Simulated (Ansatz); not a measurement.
We consider cubic perovskite KNiF₃, described by r²SCAN (plane waves, PAW; Ansatz, a program for electronic structure).

Settings: plane-wave cutoff 560 eV, 8×8×8 k mesh, Fermi–Dirac smearing 0.01 eV, spin-polarised start, scalar-relativistic PAW data made under PBE.

Cell (relaxed at this level):

KNiF$_{3}$ has the cubic space group Pm-3m (No. 221), the cubic perovskite structure, Pearson symbol cP5. Lattice parameters: a = b = c = 4.010 Å, α = β = γ = 90.00°. K on 1a has 12 F at 2.836 Å (cuboctahedral). Ni on 1b has 6 F at 2.005 Å (octahedral). F on 3c is surrounded by 2 Ni at 2.005 Å and 4 K at 2.836 Å (octahedral). (Neighbours: up to the widest gap in distance over summed covalent radii, below 1.35, at either atom; cation-cation and far metal-metal contacts left out.)

### Question
Give the computed band gap, Γ–Γ gap and bulk modulus B0.

### Answer

band gap: 2.51 eV (on the SCF k mesh)
Γ–Γ gap: 3.46 eV
bulk modulus B0: 89.5 GPa

Note: the magnetic order was assumed, not searched for or taken from measurement; the bulk modulus is −V dP/dV from two relaxed cells at ±2 % in volume.

Computed values are for the static lattice.
